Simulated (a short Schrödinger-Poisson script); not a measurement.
## Symmetric double-gate stack, SiO2 on p-type Ge(111)

System: symmetric double-gate stack, SiO2 on p-type Ge(111), at 150 K.

```tsv
layer	material	thickness (nm)	Na (cm⁻³)
1	SiO2	0.8	-
2	Ge	5	1e18
3	SiO2	0.8	-
```

Constants are typed, rounded textbook-type inputs, not results; the design itself was drawn at random and stands for no fabricated device. SiO2: permittivity 3.9, conduction-band edge (eV) 3.1, gap (eV) 9, electron mass (mₑ) 0.5. Ge: permittivity 16, conduction-band edge (eV) 0, gap (eV) 0.664, Nv at 300 K (cm⁻³) 6e18.

Channel valleys (confinement mass, in-plane density-of-states mass, number): L1 1.59, 0.08, 1; L3 0.09, 0.34, 3. At the gates, both at one voltage, the conduction-band edge of layer 1 lies 3.46 eV − eVg above the Fermi level of the channel. Gaps are held at their typed values at every temperature. Mesh 0.03 nm at interfaces.

Solved with a short Schrödinger-Poisson script written for these runs: 1D Poisson equation in equilibrium, electrons quantum, Hartree (BenDaniel-Duke, 12 states a valley, the channel's in-plane mass for all, wave functions free to enter the dielectric), parabolic valleys, classical holes, full ionisation, no traps, pinning or gate leakage.

| Vg (V) | electrons (cm⁻²) | C (μF/cm²) | L1 E0 (meV) | L1 E1 (meV) | L3 E0 (meV) | L3 E1 (meV) |
|---|---|---|---|---|---|---|
| 0.25 | 1.90e7 | < 0.003 | 131.4 | 158.2 | 216.0 | 515.0 |
| 0.3 | 9.09e8 | 0.0117 | 81.5 | 108.2 | 166.0 | 465.1 |
| 0.35 | 3.89e10 | 0.447 | 32.5 | 59.1 | 117.0 | 416.0 |
| 0.4 | 4.97e11 | 2.57 | -5.5 | 20.4 | 78.7 | 376.6 |
| 0.45 | 1.51e12 | 3.79 | -29.3 | -4.8 | 54.2 | 350.1 |
| 0.5 | 2.81e12 | 4.50 | -46.4 | -23.6 | 36.5 | 329.9 |
| 0.55 | 4.30e12 | 5.05 | -58.9 | -37.9 | 23.3 | 314.0 |
| 0.6 | 5.94e12 | 5.43 | -68.0 | -48.9 | 13.6 | 301.4 |
| 0.65 | 7.67e12 | 5.67 | -75.0 | -57.8 | 6.1 | 290.9 |
| 0.7 | 9.47e12 | 5.83 | -80.8 | -65.6 | 0.0 | 281.7 |
| 0.75 | 1.13e13 | 5.93 | -86.1 | -72.7 | -5.3 | 273.2 |
| 0.8 | 1.32e13 | 6.01 | -91.0 | -79.3 | -10.1 | 265.3 |
| 0.85 | 1.50e13 | 6.06 | -95.8 | -85.6 | -14.4 | 257.8 |
| 0.9 | 1.69e13 | 6.11 | -100.5 | -91.8 | -18.6 | 250.6 |
| 0.95 | 1.89e13 | 6.15 | -105.3 | -97.9 | -22.5 | 243.6 |
| 1 | 2.08e13 | 6.18 | -110.2 | -103.9 | -26.3 | 236.8 |
| 1.05 | 2.27e13 | 6.21 | -115.3 | -109.8 | -29.9 | 230.1 |

Gate voltages with under 1e6 electrons/cm² are left out.

Subbands count from the Fermi level. The capacitance is that of both gates.

Only the L valleys are kept; under strong confinement the Δ valleys of Ge fill too.
